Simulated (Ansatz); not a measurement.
We consider hexagonal WC, described by r²SCAN0 (PAW; Ansatz, an electronic-structure program).

Run with plane-wave cutoff 520 eV, 12×12×10 k mesh (along the axes of the cell as run), Fermi–Dirac smearing 0.05 eV, no spin polarisation, scalar-relativistic PAW data made under PBE.

Computed at the level's own relaxed cell.

**Question.** What does this level give for the lattice constant a and c axis length?

**Answer.** 
- lattice constant a = 2.895 Å
- c axis length = 2.821 Å

Measured, for comparison: lattice constant a 2.906 Å, lattice parameter c 2.837 Å (300 K, not corrected to a static lattice; as tabulated in Wikipedia's data pages). Computed (rounded) less measured: lattice constant a -0.4 %, lattice parameter c -0.6 %. A static lattice is as a rule a little smaller and stiffer than an uncorrected measurement, which narrows the difference in the lattice constant a, lattice parameter c and would widen misses of the other sign.

Note: the run has no spin polarisation, so it can have missed a magnetic state.

Spin–orbit coupling is not included.

The computed numbers hold no vibrational or temperature effects.
